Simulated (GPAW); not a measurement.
Worked example: self-consistent single point of Co3Os (I4/mmm, 4 atoms in the cell) in GPAW.

Computed with PBEsol, GPAW PAW datasets PBEsol (made by gpaw-setup) (plane waves; GPAW).

The change in words: lattice scaled by 0.98. Reference geometry:
```xyz
4
Lattice="-1.8293 1.8293 3.6472 1.8293 -1.8293 3.6472 1.8293 1.8293 -3.6472" Properties=species:S:1:pos:R:3 pbc="T T T"
Co     0.0000     1.8293     1.8236
Co     1.8293     0.0000     1.8236
Co     0.0000     0.0000     3.6472
Os     0.0000     0.0000     0.0000
```
Moments meant for the start (each program seeds them in its own way; μB, in the order of the atoms Co Co Co Os): 3.0 3.0 3.0 0.0.

Reference input (self-consistent single point, DFT PBEsol, plane waves, GPAW PAW datasets PBEsol (made by gpaw-setup)): spinpol = true; mode = pw; ecut = 800 eV; xc = PBEsol; kpts = 7 7 7; mesh shift (steps) = 0 0 0; occupations.name = methfessel-paxton; occupations.width = 0.272 eV; occupations.order = 0; nbands = -12; symmetry.symmorphic = false; symmetry.tolerance = 0.0005. This run's input differs from it in these lines:

```diff
@@ -5,8 +5,8 @@
 atoms = Atoms(['Co', 'Co', 'Co', 'Os'],
-              cell=[[-1.829262, 1.829262, 3.647218],
-                    [1.829262, -1.829262, 3.647218],
-                    [1.829262, 1.829262, -3.647218]],
-              positions=[[0.000000, 1.829262, 1.823609],
-                         [1.829262, 0.000000, 1.823609],
-                         [0.000000, 0.000000, 3.647218],
+              cell=[[-1.792677, 1.792677, 3.574274],
+                    [1.792677, -1.792677, 3.574274],
+                    [1.792677, 1.792677, -3.574274]],
+              positions=[[0.000000, 1.792677, 1.787137],
+                         [1.792677, 0.000000, 1.787137],
+                         [0.000000, 0.000000, 3.574274],
                          [0.000000, 0.000000, 0.000000]],
```

Log, with long lists cut:

```
     iter     time        total  log10-change:  magmom
                         energy   eigst   dens
iter:   1 --:--:--   -37.624826                   +9.0108
iter:   2 --:--:--   -38.600828   -0.91  -1.46    +6.0499
iter:   3 --:--:--   -38.999291   -1.33  -1.46    +2.9511
iter:   4 --:--:--   -38.620220   -2.45  -1.57    +3.2377
iter:   5 --:--:--   -38.553862   -2.15  -1.70    +2.9586
iter:   6 --:--:--   -38.614681   -2.91  -2.01    +2.5264
iter:   7 --:--:--   -38.649619   -2.59  -2.06    +2.3743
iter:   8 --:--:--   -38.630987   -2.86  -2.19    +2.4117
iter:   9 --:--:--   -38.628802   -3.82  -2.67    +2.3421
iter:  10 --:--:--   -38.630382c  -4.23  -2.79    +2.3107
iter:  11 --:--:--   -38.631446c  -4.57  -2.78    +2.2294
iter:  12 --:--:--   -38.633249c  -4.30  -3.07    +2.1132
iter:  13 --:--:--   -38.634020c  -4.17  -3.32    +1.9218
iter:  14 --:--:--   -38.633526c  -4.63  -3.21    +1.8231
   [... 4 lines left out ...]
iter:  19 --:--:--   -38.632968c  -6.41  -3.74    +1.8020
iter:  20 --:--:--   -38.633021c  -6.80  -3.82    +1.8088
iter:  21 --:--:--   -38.633034c  -7.13  -3.89    +1.8110
iter:  22 --:--:--   -38.633088c  -6.83  -3.91    +1.8154
iter:  23 --:--:--   -38.633052c  -6.67  -4.09c   +1.8125
iter:  24 --:--:--   -38.633071c  -7.54c -4.29c   +1.8139
Converged after 24 iterations.

Dipole moment: (-0.000000, 0.000000, 0.000000) |e|*Ang

Total magnetic moment: (0.000000, 0.000000, 1.813937)
Local magnetic moments:
   0 Co ( 0.000000,  0.000000,  0.470567)
   1 Co ( 0.000000,  0.000000,  0.470567)
   2 Co ( 0.000000,  0.000000,  0.909595)
   3 Os ( 0.000000,  0.000000,  0.007566)

Energy contributions relative to reference atoms: (reference = -582396.307749)

Kinetic:        +13.178339
Potential:      -11.398510
External:        +0.000000
XC:             -39.953143
Entropy (-ST):   -0.204390
Local:           -0.357562
SIC:             +0.000000
--------------------------
Free energy:    -38.735266
Extrapolated:   -38.633071

Spin contamination: 0.091954 electrons
Showing only first 2 kpts
                      Up                     Down
   [... lines left out ...]
Fermi level: 12.14833
No gap
   [... lines left out ...]
Energy (eV): -38.633071

Forces in eV/Ang:
  0 Co    0.00000    0.00000    0.00000
  1 Co    0.00000    0.00000    0.00000
  2 Co    0.00000    0.00000    0.00000
  3 Os    0.00000    0.00000   -0.00000

Stress tensor:
     0.077802     0.000000     0.000000
     0.000000     0.077802     0.000000
     0.000000     0.000000     0.067484
Stress (GPa, Voigt): [12.4652 12.4652 10.8121  0.      0.      0.    ]
```

The run converged in 24 iterations. GPAW prints stress with tension positive. Against the reference run the free energy goes down by 82.6 meV/atom, the pressure goes from -24.46 to -11.91 GPa and the size of the net moment goes from 0.60 to 0.45 μB/atom.

The starting cell comes from a database of computed structures (which also holds hypothetical and non-ambient phases and stackings), without a prior relaxation at this level. Its lattice was rescaled by a random factor within 2.5 % of one. For this run, on top of that: lattice scaled by 0.98. The magnetic order is the one reached from the typed start; others were not searched systematically. With a pressure of about -12 GPa the cell is away from its equilibrium volume at this level.

Cost on one core of a shared machine: roughly 3 min.
